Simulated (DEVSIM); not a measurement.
System: illuminated Si n-on-p cell, one wavelength, at 300 K.

Layer 1 from the left is Si, thickness (μm) 0.390, Nd (cm⁻³) 2.6e18, τn (s) 4.4e-7, τp (s) 2.9e-7, absorption coefficient (cm⁻¹) 150. Layer 2 from the left is Si, thickness (μm) 21.0, Na (cm⁻³) 1.5e17, τn (s) 3.4e-6, τp (s) 3.4e-6, absorption coefficient (cm⁻¹) 150.

Left contact: ohmic, minority hole recombination velocity 10000 cm/s. Right contact: ohmic, minority electron recombination velocity 40000 cm/s. Voltage is applied to the left contact. Recombination: SRH at mid-gap, radiative, Auger. Light enters at the left, 6.4e17 photons cm⁻² s⁻¹, one pass, no reflection. Mobility is constant in doping.

Constants are typed, rounded textbook-type inputs, not results; the design itself was drawn at random and stands for no fabricated device. Values at 300 K.

Si: gap (eV) 1.124, affinity (eV) 4.05, permittivity 11.7, Nc (cm⁻³) 2.86e19, Nv (cm⁻³) 3.1e19, μn (cm²/Vs) 1417, μp (cm²/Vs) 470, B (cm³/s) 4.7e-15, Cn (cm⁶/s) 2.8e-31, Cp (cm⁶/s) 9.9e-32.

Model (solved in DEVSIM): 1D drift-diffusion, Boltzmann statistics, complete ionisation; no tunnelling, impact ionisation, image-force lowering or self-heating.

Question: What does the simulation give for the dark forward voltage at 1 A/cm², the open-circuit voltage, the short-circuit current?

Answer: dark forward voltage at 1 A/cm² 0.702 V; open-circuit voltage 0.599 V; short-circuit current 19.0 mA/cm².
